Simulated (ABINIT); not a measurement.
Troubleshooting ABINIT: a failed run on BaMg₆Cu (Amm2, 8 atoms in the cell). The aim is a self-consistent single point with DFT, LDA (PW92), plane waves, PAW (JTH v2.0 LDA PAW).

The input file:

```
# BaMg6Cu, JTH v2.0 LDA PAW
pp_dirpath "./"
pseudos "Ba.LDA_PW-JTH.xml, Mg.LDA_PW-JTH.xml, Cu.LDA_PW-JTH.xml"
acell 3*1.0
rprim
         9.2251516116    0.0000000000    0.0000000000
         0.0000000000    5.8709916754   13.0728135254
         0.0000000000   -5.8709916754   13.0728135254
natom 8
ntypat 3
znucl 56 12 29
typat 1 2 2 2 2 2 2 3
xcart
         2.4408700000   -0.0000000000    9.8675998440
         0.0000000000    1.5399140097    7.6396419039
         0.0000000000   -1.5399140097    7.6396419039
         0.0000000000   -0.0000000000    4.2378657210
         2.4408700000    1.5412809995    5.9284462383
         2.4408700000   -1.5412809995    5.9284462383
         2.4408700000    0.0000000000    1.7737328940
         0.0000000000    0.0000000000   12.3273052566
      Angstrom
ecut 60 Ry
pawecutdg 120 Ry
pawxcdev 0
ixc 7
occopt 7
tsmear 0.05 eV
nband 57
kptopt 1
ngkpt 4 3 3
nshiftk 1
shiftk 0 0 0
nstep 100
prtwf 0
prtden 0
enunit 1
```

Output (repeated stretches shortened):

```
                       5.0000000219E-01  6.7654000295E-01  1.8044000079E-01
                       5.0000000219E-01  1.8044000079E-01  6.7654000295E-01
                       5.0000000219E-01  1.2820000056E-01  1.2820000056E-01
                       2.1871271461E-09  8.9098000389E-01  8.9098000389E-01
            znucl       56.00000   12.00000   29.00000

--- !ERROR
src_file: m_chkinp.F90
src_line: 4101
mpi_rank: 0
message: |
    For the SCF case, one and only one of the input tolerance criteria
    toldff, tolrff, toldfe or tolvrs must differ from zero, while they are
    toldff=  0.000000E+00, tolrff=  0.000000E+00, toldfe=  0.000000E+00
    and tolvrs=  0.000000E+00 for idtset: 1
    Action: change your input file and resubmit the job.
...

--- !ERROR
src_file: m_chkinp.F90
src_line: 4218
mpi_rank: 0
message: |
    Checking consistency of input data against itself gave 1 inconsistency.
    The details of the problem can be found above (or in output or log file).
    In parallel, the details might not even be printed there. Then, try running in sequential to see the details.
...

 abinit_abort: decision taken to exit. Check above messages for more info
Abort(13) on node 0 (rank 0 in comm 0): application called MPI_Abort(MPI_COMM_WORLD, 13) - process 0

--- !ERROR
src_file: m_chkinp.F90
src_line: 4101
mpi_rank: 0
message: |
    For the SCF case, one and only one of the input tolerance criteria
    toldff, tolrff, toldfe or tolvrs must differ from zero, while they are
    toldff=  0.000000E+00, tolrff=  0.000000E+00, toldfe=  0.000000E+00
    and tolvrs=  0.000000E+00 for idtset: 1
    Action: change your input file and resubmit the job.
...

--- !ERROR
src_file: m_chkinp.F90
src_line: 4218
mpi_rank: 0
message: |
    Checking consistency of input data against itself gave 1 inconsistency.
    The details of the problem can be found above (or in output or log file).
    In parallel, the details might not even be printed there. Then, try running in sequential to see the details.
...
```

Question: From the messages shown, name the fault and mend the input.

Answer: The fault is no stopping criterion. The self-consistent loop needs one tolerance to decide when to stop. To fix it, give one tolerance. The program stopped before any SCF iteration.

An input that runs soundly differs in these lines (not the only fix; some lines may just follow from the change or write a value another way):
```diff
+tolvrs 1.0e-10
```

With that input, the run converged in 16 iterations: free energy E − TS -16462.57 eV; Fermi level (on the code's own zero) 3.40 eV; pressure -2.28 GPa; largest force (vector length) 0.106 eV/Å (DFT, LDA (PW92), plane waves, PAW (JTH v2.0 LDA PAW)).

On the sound input: the starting cell comes from a database of computed structures (which also holds hypothetical and non-ambient phases and stackings), without a prior relaxation at this level. Spin polarisation is off. Without a gap this mesh is coarse (it stands for a supercell whose shortest vector is 19 Å).
